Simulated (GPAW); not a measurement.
**Equation of state of rutile-structure SiO2 (space group 136): energy against volume (GPAW, PBE)**

```
CELL_PARAMETERS angstrom
      4.10568     0.00000     0.00000
      0.00000     4.10568     0.00000
      0.00000     0.00000     2.62252
ATOMIC_POSITIONS crystal
  Si 0.00000 0.00000 0.00000
  Si 0.50000 0.50000 0.50000
  O  0.30600 0.30600 0.00000
  O  0.80600 0.19400 0.50000
  O  0.19400 0.80600 0.50000
  O  0.69400 0.69400 0.00000
```

Method of the run: PBE, GPAW PAW datasets PBE (gpaw-data 1.0.1) (plane waves; GPAW). Settings: mode = pw; ecut = 1040 eV; xc = PBE; kpts = 8 8 12; mesh shift (steps) = 0 0 0; occupations.name = fermi-dirac; occupations.width = 0.01 eV; nbands = -8; convergence.density = 1e-05 e/electron; convergence.energy = 1e-05 eV/electron; convergence.bands = -6; symmetry.symmorphic = false; symmetry.tolerance = 0.0005; maxiter = 100. The cell above is the first row's. The rows scale it uniformly. In all rows fractional positions and the k mesh are held. E is the free energy at the stated smearing, counted from the lowest row.

| V (Å^3/atom) | E (meV/atom) |
|---|---|
| 7.3678 | ? |
| 7.5280 | 47.18 |
| 7.6881 | 24.36 |
| 7.8483 | 9.39 |
| 8.0085 | 1.51 |
| 8.1686 | 0.00 |
| 8.3288 | 4.23 |
| 8.4890 | 13.65 |
| 8.6491 | 27.72 |

Task: Fit E against V with the third-order Birch-Murnaghan form, a cubic in V^(-2/3), and predict the withheld value at V = 7.3678.

Result: With u = V^(-2/3) - 0.248, the rows have u = 0.012344, 0.008717, 0.005211, 0.001823, -0.001452, -0.004624, -0.007695, -0.010670. Least squares gives E = -0.072 + 356.49·u + 279239·u² + 160484·u³. Residuals (row less fit): 0.001, 0.000, -0.001, 0.003, 0.001, -0.004, 0.004, 0.000; standard error 0.003 (degrees of freedom: 4). Its minimum lies at u = -0.000639, so V0 = (0.247361)^(-3/2) = 8.128. There d²E/du² = 557900 and d³E/du³ = 962900, so B0 = (4/9) × 8.128^(-7/3) × 557900 × 0.160218 = 299 GPa (the last factor turns the table's units into GPa), and B0' = 4 + (2/3) × 0.247361 × (962900)/557900 = 4.3. The program's pressures in the fitted runs (not shown) pass through zero at V = 8.13, 0.01 % from this V0. At the withheld row, u = 0.016104, so E = -0.072 + 356.49 × 0.016104 + 279239 × 0.016104² + 160484 × 0.016104³ = 78.757 meV/atom. The calculation gives 78.71 meV/atom, 0.047 meV/atom below the prediction (0.1 % of the range of E in the table). The row lies outside the fitted rows, so this is an extrapolation. From the scatter of the fitted rows alone, a prediction at this place has a standard error of 0.010 meV/atom, so the miss is 4.7 times that.

Carrying the step between the two nearest rows on in a straight line would have given 70.01, off by 8.70; series whose last step already gives the withheld value aren't shown. The scan was laid around a cell of about the measured size, scaled by a guess for this functional; axis ratios and inner coordinates come from that cell. This is stishovite, a high-pressure phase. The runs keep the symmetry of the cell, so they don't test it for distortions. The shape of the cell and the inner coordinates aren't relaxed, so V0 and B0 belong to this uniform scaling; a relaxed crystal lies no higher in energy and is usually softer (forces reach 0.60 eV/Å in these rows). Cutoffs and mesh are single choices, not tested for convergence of this quantity. Series with a scatter that would blur these digits, or in which a gap closes, are not shown. Nor are scans whose minimum lies at an end fitted in this form.

Terms beyond the fitted order, or numerical noise in single rows, can give a miss of this size; the table doesn't tell which.
